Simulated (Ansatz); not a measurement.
Consider this model of amorphous Al30O33N8.

```
CELL_PARAMETERS angstrom
      9.22292     0.00000     0.00000
      0.00000     9.22292     0.00000
      0.00000     0.00000     9.22292
ATOMIC_POSITIONS crystal
  Al 0.29397 0.59843 0.17031
  Al 0.99764 0.17677 0.58653
  Al 0.67516 0.27967 0.56411
  Al 0.01768 0.72729 0.37495
  Al 0.63056 0.55882 0.33629
  Al 0.77305 0.65982 0.63367
  Al 0.25744 0.70013 0.53202
  Al 0.94352 0.42049 0.78061
  Al 0.51292 0.54282 0.66630
  Al 0.47866 0.83455 0.34523
  Al 0.60157 0.59938 0.98101
  Al 0.04216 0.78673 0.04966
  Al 0.19772 0.19712 0.83266
  Al 0.75694 0.78377 0.17900
  Al 0.19134 0.29126 0.31277
  Al 0.24572 0.56057 0.83347
  Al 0.96986 0.04360 0.24563
  Al 0.33251 0.32915 0.57727
  Al 0.89436 0.41183 0.41409
  Al 0.71979 0.25439 0.02852
  Al 0.00926 0.80046 0.72539
  Al 0.43972 0.00672 0.62671
  Al 0.34140 0.81905 0.92389
  Al 0.59515 0.94712 0.93069
  Al 0.89886 0.04964 0.90455
  Al 0.51448 0.14968 0.34216
  Al 0.30102 0.02688 0.13167
  Al 0.03723 0.42082 0.05948
  Al 0.75122 0.95976 0.48369
  Al 0.42889 0.31044 0.06519
  O  0.86674 0.37820 0.96278
  O  0.93516 0.60972 0.73388
  O  0.38079 0.28380 0.39308
  O  0.69866 0.37301 0.38117
  O  0.28265 0.39966 0.16417
  O  0.70568 0.10120 0.88993
  O  0.20063 0.88672 0.04931
  O  0.61807 0.61414 0.52182
  O  0.94347 0.86088 0.90363
  O  0.46922 0.90798 0.78835
  O  0.08785 0.79835 0.54386
  O  0.00962 0.37395 0.25520
  O  0.19253 0.75087 0.80095
  O  0.14907 0.11749 0.23179
  O  0.31456 0.17213 0.98992
  O  0.45332 0.92924 0.05321
  O  0.32100 0.15724 0.68068
  O  0.87713 0.12055 0.09273
  O  0.09759 0.60525 0.07238
  O  0.71344 0.58925 0.16362
  O  0.19513 0.65259 0.34281
  O  0.39185 0.84081 0.52346
  O  0.81799 0.84951 0.63101
  O  0.13466 0.29280 0.50295
  O  0.68648 0.79387 0.99861
  O  0.57801 0.39426 0.98026
  O  0.91175 0.07448 0.43407
  O  0.45686 0.64663 0.28172
  O  0.52479 0.35417 0.64960
  O  0.56955 0.20509 0.16373
  O  0.64648 0.60748 0.78670
  O  0.88417 0.60207 0.43614
  O  0.39246 0.00477 0.30308
  N  0.60108 0.09420 0.52339
  N  0.13355 0.39193 0.86648
  N  0.03268 0.10253 0.76813
  N  0.95169 0.83983 0.22004
  N  0.86492 0.33087 0.61075
  N  0.67110 0.86131 0.33461
  N  0.38807 0.62523 0.97759
  N  0.31392 0.53480 0.63723
```

Methods: PBE, scalar-relativistic without spin-orbit coupling (Ansatz, a program for electronic structure); r2SCAN, scalar-relativistic without spin-orbit coupling (Ansatz). Neutral PBE cell, which sets geometry, pressure and energy: sampling: a 2×2×2 Γ-centred mesh; Fermi-Dirac width 0.02 eV; no spin polarisation.

Preparation: random packing, a CHGNet melt and quench, and a DFT relaxation. O and N atoms were pushed apart under 1.9 Å during the dynamics, to hinder bonds among them. The hot cell started wider than the set density and was brought back towards it in steps. It is the lowest in DFT energy of 2 quenches. It is a model cell: composition and starting density were chosen by hand, and all elements were melted together. No dispersion term was used. A short ab initio anneal came between quench and relaxation. Its density started from a set value of 3.19 and ended at 3.07 g/cm³. Cooling (nominally 88 K/ps over its main leg) ran many orders faster than in experiment, which tends to leave more defects and strain. A cell of this size samples the disorder only roughly. The volume was free in the relaxation, at fixed shape.

Task: Give the pressure and the spacing of the highest filled and lowest empty levels.

Result: 
```yaml
Pressure on a 2×2×2 Γ-centred mesh: 0.7 kbar
Largest force and stress component on that mesh (the relaxation ran on the zone centre alone): 0.04 eV/Å and 1.7 GPa
Level gap on a 2×2×2 Γ-centred mesh (PBE): 2.71 eV
Level gap at the zone centre (PBE): 2.70 eV
Level gap at the zone centre (r2SCAN): 3.24 eV
Distance between the nearest levels spread over more than a fifth of the atoms or a third of the atoms of their main element (six at least) (PBE, zone centre): 3.43 eV
```

Task: At PBE and the zone centre, how localised are the states just below and above the Fermi level (participation number: the atoms over which a state spreads)?

Result: The highest filled state is spread over 2.6 atoms' worth, largest on N69, with weights by element (charge in smoothed Voronoi cells) N 0.68, O 0.21, Al 0.11. The lowest empty state is spread over 64.2 atoms' worth, largest on Al28, with weights by element (charge in smoothed Voronoi cells) O 0.45, Al 0.43, N 0.12.

At PBE the levels at the filled edge of the gap are localised (band-tail or defect states), and the nearest spread-out levels lie 3.4 eV apart at the zone centre.

Neighbours within Al-Al 2.66 Å, Al-O 2.24 Å, Al-N 2.20 Å, O-O 1.58 Å, O-N 1.64 Å, N-N 1.70 Å count as bonded. Two cations that share two anions don't count as bonded, nor two that share one unless they lie closer than Al-Al 2.59 Å.

Added carriers, by PBE, scalar-relativistic without spin-orbit coupling run with Ansatz on the zone centre alone. Charged cells keep the cell fixed and stand in a uniform background, with no image correction, at a width of 0.01 eV; where the count is odd the moment is locked at 1 μB, unless the neutral cell bore moments. Each starts from the undistorted neutral geometry alone. PBE's self-interaction favours spread-out carriers, so it can miss traps that a hybrid finds.

Task: What happens at PBE when the cell takes an extra electron and the atoms relax?

Result: Relaxation lowers the charged cell by 0.01 eV. The largest moves are N66 0.02 Å, Al5 0.02 Å, Al25 0.01 Å, O31 0.01 Å. The level that holds the added charge spreads over 63.7 atoms' worth, most on Al28 (weight 0.03): a carrier spread over the cell. No bond crosses its cut-off with a change of over 0.15 Å (metal-metal contacts aside). Made neutral again at that geometry, the cell lies +0.01 eV from the neutral start.

Task: What happens at PBE when the cell takes a hole and the atoms relax?

Result: Relaxation lowers the charged cell by 0.23 eV. The largest moves are N66 0.14 Å, Al5 0.10 Å, Al21 0.08 Å, O39 0.07 Å. The level that was emptied spreads over 5.4 atoms' worth, most on N69 (weight 0.34): a localised (trapped) carrier, which neighbours of that atom can share. No bond crosses its cut-off with a change of over 0.15 Å (metal-metal contacts aside). Made neutral again at that geometry, the cell lies +0.25 eV from the neutral start.
